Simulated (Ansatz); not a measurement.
An Ansatz (an electronic-structure program) input (Ansatz r2SCAN+rVV10, no SOC):

Ansatz 0.2 input:
```yaml
crystal:
  lattice:
    - [3.5864853191, 0, 0]
    - [-1.7932426596, 3.1059873967, 0]
    - [0, 0, 5.7202356573]
  atoms:
    - { symbol: Zr, position: [0, 0, 0] }
    - { symbol: S, position: [0.3333333333, 0.6666666667, 0.2461499693] }
    - { symbol: S, position: [0.6666666667, 0.3333333333, 0.7538500307] }
basis: { ecutwfc: 500, ecutrho_ratio: 4, xc_grid: 4, fft_grid_basis: typed }
kpoints: { mp_grid: { grid: [10, 10, 6] } }
hamiltonian:
  xc: r2scan
  dispersion: rvv10
  pseudopotentials: { kind: paw }
scf: { occupations: { method: fermi_dirac, width: 0.05 }, convergence: { dr2_threshold: 0.0000000003 } }
relax: { f_tol: 0.005, max_steps: 50 }
output: { forces: true, stress: true }
checkpoint: { write: state.ck, write_every: 1000 }
```

Question: Which symmetry and how many k-points will the program report, and about how many plane waves at Γ?

Answer: Space group P-3m1 (ITA 164) with 12 operations, k-points 72 of 600, and 1641 plane waves at Γ.

Question: And the final pressure?

Answer: 3.90 GPa (compression positive).

The cells carry an imposed strain or load. Whether these cells are dynamically stable was not tested. The cell was made from ZrS$_{2}$ in the CdI2 type structure (space group P-3m1, No. 164; layered, stacked along the Cartesian z axis) by this change: isotropic strain −2.39 %.
